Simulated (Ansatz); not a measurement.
Take Mg2Sn (space group Fm-3m, No. 225; a = 6.664 Å; relaxed with 0.1 eV smearing) as the base. Axes: x, y, z lie along the cube axes.

Level of theory: LDA (Ansatz, an electronic-structure program; PAW; 420 eV plane waves; scalar-relativistic without spin-orbit coupling).

Strains are applied to the cell and any free atomic positions relax; under biaxial strain the out-of-plane vector relaxes too.

One change was made to it. Results:

The shortest interatomic distance decreases by 0.024 Å, from 2.886 Å to 2.862 Å; the energy goes up by 5.8 meV/atom.

Question: What was done to the base?
A. biaxial strain −0.50 %, plane normal [001], relaxed out of plane
B. biaxial strain −2.00 %, plane normal [001], relaxed out of plane
C. biaxial strain −2.50 %, plane normal [001], relaxed out of plane

Answer: B, biaxial strain −2.00 %, plane normal [001], relaxed out of plane. For comparison, the energy relative to the base in the other runs: biaxial strain −0.50 %, plane normal [001], relaxed out of plane gives +0.4 meV/atom; biaxial strain −2.50 %, plane normal [001], relaxed out of plane gives +9.1 meV/atom.

No phonon test of stability was made.
